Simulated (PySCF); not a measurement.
PySCF 2.14.0, unrestricted WB97X/def2-svp, df: Mo(O)3 triplet ([O]=[Mo](=[O])=[O]), charge 0, multiplicity 3, 4 atoms. The geometry is a generated start, not checked to be a minimum at this level.

```yaml
task: energy
method: wb97x
basis: def2-svp
two_electron_scheme: density fitting
mol.max_memory: 3000 MB
mf.max_cycle: 100
mf.init_guess: minao (default)
mf.DIIS: CDIIS (default)
mf.conv_tol: 1e-09 (default)
mf.grids.level: 3 (default)
effective_core_potentials: those of the basis set, past Kr
basis_functions: 73
grid_points: 64688
```

```xyz
4

Mo     0.2027    -0.1683    -0.2516
O     -1.1489    -1.1017    -0.0297
O     -0.1712     1.3325    -0.8451
O      1.1173    -0.0624     1.1264
```

Charge 0 and multiplicity 3 are set for this test and not shown to be the ground state.

One run each on 2 threads, 1 BLAS thread. Values of diis_space tried: 3, 5, 8 (default), 12, 20.

Problem. Predict the course of the Fock builds along this series.

Solution. Fewest Fock builds: 20 with 34. The count rises to 63 at 5. The run ends without SCF convergence in 100 cycles at 3.

```
diis_space   Fock builds             end
-----------  -----------  --------------
3                    101  no convergence
5                     63   same solution
8 (default)           46   same solution
12                    37   same solution
20                    34   same solution
```
